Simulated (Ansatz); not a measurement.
Base system: KTaO$_{3}$ in the cubic perovskite structure (space group Pm-3m, No. 221; a = 3.9893 Å).

Method: Ansatz (a quantum-chemistry and plane-wave program), r2SCAN, PAW, cutoff 500 eV, no spin-orbit coupling, earlier PAW set.

One change was made to it. Results:

| quantity | base | after |
|---|---|---|
| band gap | 2.64 eV | 2.92 eV |
| shortest interatomic distance | 1.995 Å | 1.922 Å |
| gap character | indirect, R → Γ | indirect, R → Γ |
| width of the top valence band | 1.10 eV | 1.20 eV |

### Question
Which of these changes matches the shifts?
A. pressure −2 GPa
B. pressure 1.8 GPa
C. pressure 30 GPa
D. pressure −1 GPa

### Answer
C, pressure 30 GPa. For comparison, the band gap in the other runs: pressure −1 GPa gives 2.63 eV; pressure −2 GPa gives 2.61 eV; pressure 1.8 GPa gives 2.66 eV.

Spin-orbit coupling, missing from the scalar runs, can matter with Ta. Load acts through the strain it causes; cell and atoms are relaxed under it. Whether these cells are dynamically stable was not tested. No other phases were tried under pressure.
